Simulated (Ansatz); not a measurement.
Results of PBE in Ansatz (plane waves, PAW) for TiAl₃ (I4/mmm, No. 139).

Settings: plane-wave cutoff 520 eV, 20×20×20 k mesh, Fermi–Dirac smearing 0.05 eV, no spin polarisation, scalar-relativistic PAW data made under PBE.

The cell is scaled about its equilibrium volume:

Shape and atoms are relaxed at each volume.

```csv
V (Å³/atom),P (GPa),c (Å),a (Å)
15.299,4.69,8.497,3.795
15.617,2.23,8.559,3.821
15.936,0.00,8.620,3.846
16.255,-2.01,8.681,3.870
16.574,-3.82,8.741,3.895
```

Note: the bulk modulus comes from volumes at which shape and atoms were relaxed.

Ansatz is a program for electronic structure.
